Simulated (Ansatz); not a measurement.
Ansatz (an electronic-structure program) run on KMgF3 (P4mm, 5 atoms in the cell): self-consistent single point.

Level of theory: LDA (PW92), harder PAW files (source: ansatz) made with PBE (plane waves; Ansatz).

```xyz
5
Lattice="4.0099 0.0000 0.0000 0.0000 4.0099 0.0000 0.0000 0.0000 4.0099" Properties=species:S:1:pos:R:3 pbc="T T T"
K      0.0000     0.0000     0.0500
Mg     2.0050     2.0050     2.0050
F      2.0050     0.0000     2.0050
F      0.0000     2.0050     2.0050
F      2.0050     2.0050     0.0000
```

Reference input (self-consistent single point, DFT, LDA (PW92), plane waves, default PAW files made with PBE): basis.ecutwfc = 420 eV; kpoints.mp_grid.grid = 6 6 6; hamiltonian.xc = lda; hamiltonian.pseudopotentials = {kind: paw} (the program's default PAW files); scf.occupations.method = fermi_dirac; scf.occupations.width = 0.02 eV. This run's input differs from it in these lines:

Ansatz 0.2 input:
```diff
@@ -13,3 +13,3 @@
 basis:
-  ecutwfc: 420.0
+  ecutwfc: 1260.0
 kpoints:
@@ -18,3 +18,3 @@
   xc: lda
-  pseudopotentials: { kind: paw }
+  pseudopotentials: { kind: paw, source: ansatz }
 scf:
```

Output (repeated stretches shortened):

```
SCF iter   1: F=—  HF=-5791.947012 eV  |F-HF|=—  |Δ(HF+E_count)|=         —  Δρ=1.60e-1  dr2=1.27e1  ethr=3.10e-3  ⟨swp⟩=7.0  Hψ=5401  notcnv=0
all-band conjugate gradients solve this SCF's bands
preconditioner: auto → Resta (q_TF=auto, 2.520 Å⁻¹)
SCF iter   2: F=—  HF=-5788.020588 eV  |F-HF|=—  |Δ(HF+E_count)|=    3.93e0  Δρ=5.33e-2  dr2=1.27e0  ethr=3.10e-3  ⟨swp⟩=4.6  Hψ=2637  notcnv=0  defer=40
   [... lines left out ...]
SCF iter   5: F=—  HF=-5787.433330 eV  |F-HF|=—  |Δ(HF+E_count)|=   4.60e-3  Δρ=1.37e-3  dr2=6.46e-4  ethr=4.65e-5  ⟨swp⟩=4.2  Hψ=2217  notcnv=0  defer=45
SCF iter   6: F=—  HF=-5787.433292 eV  |F-HF|=—  |Δ(HF+E_count)|=   3.82e-5  Δρ=3.28e-4  dr2=5.49e-5  ethr=1.61e-6  ⟨swp⟩=2.0  Hψ=1710  notcnv=0  defer=40
SCF iter   7: F=—  HF=-5787.433493 eV  |F-HF|=—  |Δ(HF+E_count)|=   2.01e-4  Δρ=6.31e-5  dr2=2.80e-6  ethr=1.37e-7  ⟨swp⟩=2.4  Hψ=1631  notcnv=0  defer=40
SCF iter   8: F=-5787.433492 eV  HF=-5787.433492 eV  |F-HF|=5.88e-8  |Δ(HF+E_count)|=   8.85e-7  Δρ=1.11e-5  dr2=9.90e-8  ethr=2.50e-10  ⟨swp⟩=11.8  Hψ=6348  notcnv=0
SCF 1 converged in 8 iterations: F = -5787.433492 eV  dr2 = 9.90e-8
Free energy (F): -5787.433492 eV
Internal energy: -5787.433492 eV  (E = F + TS)
E sigma→0 (E₀):  -5787.433492 eV
Fermi energy:    5.653678 eV
--- Forces (eV/Å), atoms counted from 1 ---
  atom   1  K     -0.00000000     0.00000000    -0.08024884
  atom   2  Mg     0.00000000     0.00000000     0.05701608
  atom   3  F      0.00000000     0.00000000     0.00039817
  atom   4  F      0.00000000     0.00000000     0.00039817
  atom   5  F     -0.00000000     0.00000000     0.02241249
--- Stress (GPa, compression-positive) ---
       -5.494831       0.000000      -0.000000
        0.000000      -5.494831       0.000000
       -0.000000       0.000000      -5.496294
  P = ⅓ Tr σ = -5.4953 GPa (-54.953 kbar)
  The stress holds the Pulay correction. Without it, at fixed plane waves, as pw.x and ABINIT print it: P = -5.4965 GPa
```

The run converged in 8 iterations. Against the reference run the pressure moves little (-5.57 to -5.50 GPa), the largest force stays at 0.080 eV/Å and the gap on the mesh goes from 6.850 to 6.836 eV.

The starting cell has typed, rounded lattice constants, without a prior relaxation at this level. Its lattice was rescaled by up to half a per cent. One atom was moved a little off its site on purpose. Ansatz's pressure includes its estimate of the finite-basis (Pulay) stress.
